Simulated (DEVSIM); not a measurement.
Device: Cr/La2O3/p-InP capacitor, at 300 K.

Layer 1 from the left is La2O3, thickness (nm) 2.80. Layer 2 from the left is InP, thickness (nm) 2400, Na (cm⁻³) 6.5e16.

Metal gate on the left, work function 4.5 eV. Fixed charge at the semiconductor interface 0 cm⁻² (in units of +e); no interface traps.

This is a model device: material constants are rounded textbook-type values typed into the input, and sizes, dopings and lifetimes were drawn at random. Values at 300 K.

La2O3: gap (eV) 5.8, affinity (eV) 1.8, permittivity 27. InP: gap (eV) 1.344, affinity (eV) 4.38, permittivity 12.5, Nc (cm⁻³) 5.7e17, Nv (cm⁻³) 1.1e19.

### Question
Estimate by hand the flat-band voltage, the threshold voltage, and compare with a numerical solution.

### Answer

- Flat-band voltage: C = 8.54 μF/cm², work-function difference -1.091 V; VFB = φms − qNf/C = -1.09 V; numerical -1.09 V.
- Threshold voltage: φF = 0.578 V, depletion charge √(4εqNφF) = 1.63e-7 C/cm²; VT = VFB + 2φF + Qd/C = 0.08 V; numerical 0.08 V.

DEVSIM, 1D Poisson equation in equilibrium, Boltzmann statistics, complete ionisation; no quantum confinement or tunnelling. Metal contacts follow the ideal Schottky-Mott rule: no Fermi-level pinning, no interface dipoles.
